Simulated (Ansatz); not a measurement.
Cubic perovskite KMgF₃ was calculated with PBEsol (Ansatz, a quantum-chemistry and plane-wave program, PAW).

Run with plane-wave cutoff 520 eV, 8×8×8 k mesh, perturbation theory, force constants from a 4×4×4 q mesh, scalar-relativistic PAW data made under PBE.

Predict the electronic dielectric constant ε∞, static dielectric constant and zero-point energy.


- electronic dielectric constant ε∞ = 2.12
- static dielectric constant = 7.07
- zero-point energy = 0.047 eV/atom

Measured, for comparison: high-frequency dielectric constant 1.85 (room temperature, not corrected to a static lattice; as tabulated in Dubrovin et al. (2021), arXiv:2110.13026); static dielectric constant 5.39 (room temperature, not corrected to a static lattice, our sources range from 5.39 to 6.97; as tabulated in Dubrovin et al. (2021), arXiv:2110.13026). Computed (rounded) less measured: high-frequency dielectric constant +15 %, static dielectric constant not scored (sources differ).
